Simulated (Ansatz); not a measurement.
The reference is Si (space group P6_3/mmc, No. 194; a = 3.8320 Å, c = 6.3417 Å; a cell from a computed database, its experimental status unchecked). Axes: x lies along a and z along c of the hexagonal cell.

Calculations: r2SCAN/PAW in Ansatz (a quantum-chemistry and plane-wave program), no spin-orbit coupling, earlier PAW set.

One thing is altered: uniaxial strain ε_yy = +4.12 %, all other strain components held at zero; the atoms relax in the strained cell.

### Question
Predict the stress tensor and what it implies for the stiffness.

### Answer
Stress of the strained cell less that of the base (GPa, compression positive):
```
  -1.82    0.00    0.00
   0.00   -7.53    0.00
   0.00    0.00   -1.27
```

Then −Δσ_ii/ε with ε = 0.0412 gives secant stiffness values (nonlinear terms included at this strain): C22 ≈ 183 GPa, C12 ≈ 44 GPa and C23 ≈ 31 GPa.

As a check, the harmonic strain energy −½ V₀ Δσ:ε is 20 meV/atom; the computed energy rise is 20 meV/atom.

Whether these cells are dynamically stable was not tested. This is not the structure that Si has at room temperature and ambient pressure.
